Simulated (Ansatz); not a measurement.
Consider AlN in the wurtzite structure (space group P6_3mc, No. 186; a = 3.114 Å, c = 4.983 Å). Axes: x lies along a and z along c of the hexagonal cell.

The values are results of PBEsol in Ansatz (plane waves to 420 eV, PAW, no spin-orbit coupling), not measurements.

Perturbation: uniaxial strain ε_xx = +2.40 %, all other strain components held at zero, atoms relaxed at fixed cell.

**Question.** Predict the stress tensor and what it implies for the stiffness.

**Answer.** Stress of the strained cell less that of the base (GPa, compression positive):
```
  -8.59    0.00    0.00
   0.00   -3.11    0.00
   0.00    0.00   -2.45
```

Then −Δσ_ii/ε with ε = 0.0240 gives secant stiffness values (nonlinear terms included at this strain): C11 ≈ 358 GPa, C12 ≈ 130 GPa and C13 ≈ 102 GPa.

As a check, the harmonic strain energy −½ V₀ Δσ:ε is 6.7 meV/atom; the computed energy rise is 6.8 meV/atom.

Stability against distortions was not tested.

Ansatz is a program for electronic structure.
